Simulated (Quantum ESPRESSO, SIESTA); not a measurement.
A SIESTA input for a self-consistent single point of Mg2Ge (Fm-3m, 3 atoms in the cell) (DFT, GGA PBEsol, numerical atomic orbitals TZP, PseudoDojo PBEsol standard norm-conserving potentials (rewritten from UPF to PSML)):

```
# files in the folder: Mg.psml Ge.psml (PseudoDojo PBEsol standard)
SystemName  Mg2Ge
SystemLabel Mg2Ge

NumberOfAtoms                3
NumberOfSpecies              2
%block ChemicalSpeciesLabel
  1 12 Mg
  2 32 Ge
%endblock ChemicalSpeciesLabel
LatticeConstant              4.503273 Ang
%block LatticeVectors
     0.000000000    0.707106809    0.707106809
     0.707106809    0.000000000    0.707106809
     0.707106809    0.707106809    0.000000000
%endblock LatticeVectors
AtomicCoordinatesFormat      Ang
%block AtomicCoordinatesAndAtomicSpecies
     4.776442500    4.776442500    4.776442500  1
     1.592147500    1.592147500    1.592147500  1
     0.000000000    0.000000000    0.000000000  2
%endblock AtomicCoordinatesAndAtomicSpecies

XC.functional                GGA
XC.authors                   PBEsol
PAO.BasisSize                TZP
PAO.EnergyShift              0.01 Ry
MeshCutoff                   400 Ry
%block kgrid.MonkhorstPack
    9   0   0  0.0
    0   9   0  0.0
    0   0   9  0.0
%endblock kgrid.MonkhorstPack
OccupationFunction           MP
OccupationMPOrder            0
ElectronicTemperature        0.05 eV

MaxSCFIterations             150
SCF.Mixer.Method             Pulay
SCF.Mixer.Weight             0.1
SCF.Mixer.History            8
SCF.DM.Tolerance             1.0E-04
Diag.ParallelOverK           true
WriteForces                  true
Charge.Mulliken              end
```

**Question.** Translate this input to Quantum ESPRESSO.

**Answer.** One input that does it (others would too):

```fortran
&CONTROL
    calculation = 'scf'
    prefix = 'Mg2Ge'
    outdir = './tmp'
    pseudo_dir = './'
    tprnfor = .true.
    tstress = .true.
/
&SYSTEM
    ibrav = 0
    nat = 3
    ntyp = 2
    ecutwfc = 50
    ecutrho = 400
    occupations = 'smearing'
    smearing = 'gaussian'
    degauss = 0.0036749
    input_dft = 'pbesol'
/
&ELECTRONS
    conv_thr = 1.0d-9
    mixing_beta = 0.3
/
ATOMIC_SPECIES
Mg    24.3050  Mg.pbe-n-kjpaw_psl.0.3.0.UPF
Ge    72.6300  ge_pbe_v1.4.uspp.F.UPF
CELL_PARAMETERS {angstrom}
   0.00000000     3.18429500     3.18429500
   3.18429500     0.00000000     3.18429500
   3.18429500     3.18429500     0.00000000
ATOMIC_POSITIONS {bohr}
Mg    9.02616818    9.02616818    9.02616818
Mg    3.00872273    3.00872273    3.00872273
Ge    0.00000000    0.00000000    0.00000000
K_POINTS {automatic}
9 9 9  0 0 0
```

Basis, cutoffs, solver keys and any potentials are the target program's own. This input uses DFT, PBEsol, plane waves, SSSP 1.1.2 efficiency (PBE) pseudopotentials. Both were run: pressure 1.67 GPa in SIESTA and -0.24 in Quantum ESPRESSO; gap on the mesh 0.162 eV in SIESTA and 0.164 in Quantum ESPRESSO.

On SIESTA: the starting cell comes from a database of computed structures (which also holds hypothetical and non-ambient phases and stackings), without a prior relaxation at this level. Values carry the incompleteness of an atom-centred basis.

On Quantum ESPRESSO: the starting cell comes from a database of computed structures (which also holds hypothetical and non-ambient phases and stackings), without a prior relaxation at this level.
